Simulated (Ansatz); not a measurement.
Data:

```
CELL_PARAMETERS angstrom
      3.99488     0.00000     0.00000
      0.00000     5.64961     0.00000
      0.00000     2.82481     2.82481
ATOMIC_POSITIONS crystal
  K  0.50000 0.50000 0.00000
  Ta 0.00000 0.00000 0.00000
  O  0.00000 0.00000 0.50000
  O  0.00000 0.50000 0.50000
  O  0.50000 0.00000 0.00000
```

Space group of this cell: Pm-3m, cubic perovskite. The cell is taken as given; by r2SCAN its mean pressure is -0.7 GPa.

The current runs along the normal of the first two printed vectors, the (110) plane. All runs by Ansatz (a program for electronic structure), plane waves and PAW, without spin-orbit coupling; the base is r2SCAN.

```csv
run,mean pressure (GPa),gap (eV),mid-gap κ (1/Å)
base,-0.7,2.62,0.241
all lengths scaled by 0.98,13.5,___,0.244
all lengths scaled by 1.02,-11.4,2.46,0.238
lda in place of r2scan,-6.6,___,___
"lengths across the current scaled by 0.98, ions clamped",8.4,2.68,0.244
"lengths across the current scaled by 1.02, ions clamped",-8.2,2.46,0.238
"lengths along the current scaled by 0.97, ions clamped",6.1,2.62,0.241
"lengths along the current scaled by 1.03, ions clamped",-6.4,2.47,0.240
pbesol in place of r2scan,-1.4,2.12,0.213
```

Fill in the missing entries.


- all lengths scaled by 0.98, gap (eV): 2.77
- lda in place of r2scan, gap (eV): 2.06
- lda in place of r2scan, mid-gap κ (1/Å): 0.209
